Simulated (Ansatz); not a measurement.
```yaml
crystal:
  lattice:
    - [3.08836, 0.00000, 0.00000]
    - [-1.54418, 2.67460, 0.00000]
    - [0.00000, 0.00000, 4.86567]
  atoms:
    - { symbol: Si, position: [0.33333, 0.66667, 0.99680] }
    - { symbol: Si, position: [0.66667, 0.33333, 0.49680] }
    - { symbol: C, position: [0.33333, 0.66667, 0.37820] }
    - { symbol: C, position: [0.66667, 0.33333, 0.87820] }
```

The numbers are results of PBE with spin-orbit coupling, rigid bands (plane waves, PAW; Ansatz, a program for electronic structure), not measurements. Condition of this run: uniaxial stress along c of 20 GPa (compression positive) (the target of the relaxation). How the cell was made: cell and atoms relaxed with PBEsol, then loaded as said.

Predict the electron conductivity mass (n e² τ/σ) at 300 K, by direction if it differs.

0.35 mₑ.

What conductivity effective mass do dilute holes have at 300 K?

1.52 (x), 1.52 (y), 0.28 (z) mₑ.

And the band gap?

2.26 eV at this level; semilocal functionals usually fall short of the measured gap.

Rigid bands, one relaxation time for all states, no polarons. Geometry: cell and atoms relaxed with PBEsol.
